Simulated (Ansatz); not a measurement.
Take Hf in the hcp (Mg type) structure (space group P6_3/mmc, No. 194; a = 3.198 Å, c = 5.049 Å; relaxed with 0.1 eV smearing) as the base. Axes: x lies along a and z along c of the hexagonal cell.

Method: r2SCAN (Ansatz, a quantum-chemistry and plane-wave program, PAW, no spin-orbit coupling).

Base values:

| Quantity | Result |
|---|---|
| Pressure | 0.0 GPa |
| Shortest interatomic distance | 3.128 Å |
| Band gap | zero |

It is then changed as follows: the symmetric strain tensor [0.0102 -0.0035 0.0083; -0.0035 0.0063 -0.0054; 0.0083 -0.0054 -0.0088], atoms relaxed at fixed cell.

Problem. Predict the new energy relative to the base.

Solution. The energy grows by 4.1 meV/atom.

Problem. How does this affect the pressure?

Solution. The pressure (mean of the normal stresses, compression positive) goes from zero to -0.8 GPa.

Problem. What does the calculation give for the shortest interatomic distance after the change?

Solution. The shortest interatomic distance decreases by 0.041 Å to 3.087 Å.

Problem. What does the calculation give for the band gap after the change?

Solution. The band gap stays zero.

Stability against distortions was not tested. All final runs are without spin polarisation.
